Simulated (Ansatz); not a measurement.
InP (model structure, from the NiAs type, P6₃/mmc, No. 194) was calculated with PBEsol in Ansatz (PAW).

Input:

Ansatz 0.2 input:
```yaml
crystal:
  lattice:
    - [3.7898538946, 0.0000002755, 0.0]
    - [-1.8949271859, 3.2821096116, 0.0]
    - [0.0, 0.0, 6.5106438413]
  atoms:
    - { symbol: In, position: [0.0, 0.0, 0.0] }
    - { symbol: In, position: [0.0, 0.0, 0.5] }
    - { symbol: P, position: [0.3333333333, 0.6666666667, 0.25] }
    - { symbol: P, position: [0.6666666667, 0.3333333333, 0.75] }
basis:
  ecutwfc: 520
  ecutrho_ratio: 4
  xc_grid: 2
kpoints:
  mp_grid: { grid: [18, 18, 10] }
hamiltonian:
  xc: pbesol
  dispersion: none
  pseudopotentials: { kind: paw }
scf:
  occupations: { method: fermi_dirac, width: 0.05 }
output:
  forces: true
  stress: true
  eigenvalues: true
relax:
  f_tol: 0.004
  escape_saddle: false
  max_steps: 80
  cell: { stress_tol: 0.02, fix: [volume] }
```

Excerpt of the program's output:

```
Relaxation: its limit of steps is 80 (relax.max_steps)
Crystal: 4 atoms, lattice volume = 80.984 Å³
Basis set: ecut = 520 eV, 2119 PW (Γ), exchange–correlation on 60×60×100 points (8 copies of the dense FFT grid, shifted against one another)
Bands: 22, of which v1, the nominal top of the filled ones, is band 18 counted from 1 (17 counted from 0)
Symmetry: 24 space group operations
Space group: P63/mmc (ITA 194), of the structure as read, at distance tolerance 4.3e-5 Å
k-points: 222 of 3240
Functional: x = pbesol(κ = 0.804, μ = 0.12345679012345678), c = pbesol(β = 0.046)
SCF iter   1: F=—  HF=-12530.777633 eV  |F-HF|=—  |Δ(HF+E_count)|=         —  Δρ=7.18e-3  dr2=6.09e-2
SCF iter   2: F=—  HF=-12530.760247 eV  |F-HF|=—  |Δ(HF+E_count)|=   1.74e-2  Δρ=3.85e-3  dr2=1.73e-2
  ...
SCF 1 converged in 7 iterations: F = -12530.755043 eV  dr2 = 1.39e-8
Crystal: 4 atoms, lattice volume = 80.984 Å³
Basis set: ecut = 520 eV, 2143 PW (Γ), exchange–correlation on 60×60×100 points (8 copies of the dense FFT grid, shifted against one another)
Initial density: handed on by an earlier stage of this run
SCF 2 converged in 4 iterations: F = -12530.754984 eV  dr2 = 8.21e-8
Crystal: 4 atoms, lattice volume = 80.984 Å³
SCF 3 converged in 7 iterations: F = -12530.755156 eV  dr2 = 3.57e-12
Crystal: 4 atoms, lattice volume = 80.984 Å³
SCF iter   6: F=—  HF=-12530.755157 eV  |F-HF|=—  |Δ(HF+E_count)|=  7.28e-12  Δρ=1.37e-7  dr2=7.57e-12
SCF iter   7: F=-12530.755157 eV  HF=-12530.755157 eV  |F-HF|=0.00e0  |Δ(HF+E_count)|=    0.00e0  Δρ=4.95e-8  dr2=9.90e-13
SCF 4 converged in 7 iterations: F = -12530.755157 eV  dr2 = 9.90e-13
SCF converged after 7 iterations
Free energy (F): -12530.755157 eV
Internal energy: -12530.744011 eV  (E = F + TS)
E sigma→0 (E₀):  -12530.749584 eV
Fermi energy:    9.860763 eV
--- Stress (GPa, compression-positive) ---
        1.727602       0.000000      -0.000000
       -0.000000       1.727602      -0.000000
       -0.000000      -0.000000       1.726151
  P = ⅓ Tr σ = 1.7271 GPa (17.271 kbar)
```

The cell is one volume of an energy–volume scan, off the minimum.

The PAW data were made under PBE.

Note: the cell keeps the symmetry of its start, so it can be a saddle point.

A model structure was made by putting elements into a prototype or built by hand; it is no filed structure, need not be a known phase, and can be a saddle point held by its symmetry.

Ansatz is an electronic-structure program.
